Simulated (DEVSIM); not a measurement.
## Schottky contact on p-type GaP

Device: Schottky contact on p-type GaP, at 250 K.

```
layer (left to right)  material  thickness (μm)  Na (cm⁻³)  τn (s)  τp (s)
---------------------  --------  --------------  ---------  ------  ------
1                           GaP            1.10       2e15  1.9e-8  1.9e-7
```

Left contact: Schottky, work function 5.02 eV, emission velocity 2.6e6 cm/s. Right contact: ohmic. Voltage is applied to the left contact. Recombination: SRH at mid-gap, Auger. Mobility is constant in doping.

Constants are typed, rounded textbook-type inputs, not results; the design itself was drawn at random and stands for no fabricated device. Values at 300 K; Nc and Nv go as T^1.5, mobilities as T to minus their exponent, the gap by Varshni's rule with the affinity fixed.

| parameter | GaP |
|---|---|
| gap (eV) | 2.26 |
| affinity (eV) | 3.8 |
| permittivity | 11.1 |
| Nc (cm⁻³) | 1.8e19 |
| Nv (cm⁻³) | 1.9e19 |
| μn (cm²/Vs) | 250 |
| μp (cm²/Vs) | 150 |
| T exponent of μn | 1.6 |
| T exponent of μp | 1.98 |
| Cn (cm⁶/s) | 1e-30 |
| Cp (cm⁶/s) | 1e-30 |
| Varshni α (eV/K) | 0.00058 |
| Varshni β (K) | 372 |

Model (solved in DEVSIM): 1D drift-diffusion, Boltzmann statistics, complete ionisation; no tunnelling, impact ionisation, image-force lowering or self-heating. Metal contacts follow the ideal Schottky-Mott rule: no Fermi-level pinning, no interface dipoles.

- Potential step across the device at zero bias: 0.868 V
- Largest field in the device at zero bias: 23000 V/cm
- Dark forward voltage at 1 A/cm²: 0.746 V
- Dark forward voltage at 100 A/cm²: 1.011 V

Small-signal capacitance in reverse bias (quasi-static):

```tsv
V (V)	C (nF/cm²)
0.2	12.3
0.5	10.8
1	9.45
1.5	9.04
2	8.96
3	8.94
4	8.94
5	8.94
6.5	8.93
8	8.93
10	8.93
```

Dark forward current:

```json
[
 {"V (V)": "-0.05", "J (A/cm²)": "-1.6e-14"},
 {"V (V)": "-0.10", "J (A/cm²)": "-1.7e-13"},
 {"V (V)": "-0.20", "J (A/cm²)": "-1.8e-11"},
 {"V (V)": "-0.25", "J (A/cm²)": "-1.8e-10"},
 {"V (V)": "-0.35", "J (A/cm²)": "-1.8e-8"},
 {"V (V)": "-0.40", "J (A/cm²)": "-1.8e-7"},
 {"V (V)": "-0.50", "J (A/cm²)": "-1.7e-5"},
 {"V (V)": "-0.55", "J (A/cm²)": "-0.00017"},
 {"V (V)": "-0.65", "J (A/cm²)": "-0.016"},
 {"V (V)": "-0.70", "J (A/cm²)": "-0.14"},
 {"V (V)": "-0.75", "J (A/cm²)": "-1.2"},
 {"V (V)": "-0.85", "J (A/cm²)": "-21"},
 {"V (V)": "-0.90", "J (A/cm²)": "-42"},
 {"V (V)": "-1.00", "J (A/cm²)": "-94"},
 {"V (V)": "-1.05", "J (A/cm²)": "-120"},
 {"V (V)": "-1.15", "J (A/cm²)": "-180"},
 {"V (V)": "-1.20", "J (A/cm²)": "-210"},
 {"V (V)": "-1.30", "J (A/cm²)": "-270"},
 {"V (V)": "-1.35", "J (A/cm²)": "-300"},
 {"V (V)": "-1.40", "J (A/cm²)": "-340"},
 {"V (V)": "-1.50", "J (A/cm²)": "-400"},
 {"V (V)": "-1.55", "J (A/cm²)": "-430"},
 {"V (V)": "-1.65", "J (A/cm²)": "-490"},
 {"V (V)": "-1.70", "J (A/cm²)": "-520"},
 {"V (V)": "-1.80", "J (A/cm²)": "-580"},
 {"V (V)": "-1.85", "J (A/cm²)": "-620"},
 {"V (V)": "-1.95", "J (A/cm²)": "-680"},
 {"V (V)": "-2.00", "J (A/cm²)": "-710"}
]
```
